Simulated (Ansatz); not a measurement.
Structures of equal composition on the (0001) surface of hcp Ti: a layer of Ag in place of the second plane; a layer of Ag in place of the third plane. The slabs share one bottom face, and each structure is named by its start. These are constructed structures in small cells; real faces may alloy, dewet or reconstruct in larger ones, and not all known structures of the face are among them. Slabs of about 12 Å with all that they carry, Fermi-Dirac smearing of 0.1 eV. Bottom of the slabs: a bare face, its two planes held. Relaxed from the named starts with such symmetry as they have, on meshes of like density; energies extrapolated to zero smearing; no spin-orbit coupling, no U. Spin-polarised runs, if any, are marked in brackets, and their order is one that fits the cell; the others ran without spin.

Level of theory: PBE (plane waves to 420 eV, PAW; Ansatz, a program for electronic structure).

**Question.** Rank these by energy per 1x1 cell (lowest first), as PBE gives it.

**Answer.** a layer of Ag in place of the third plane (0.000 eV), a layer of Ag in place of the second plane (0.255 eV)
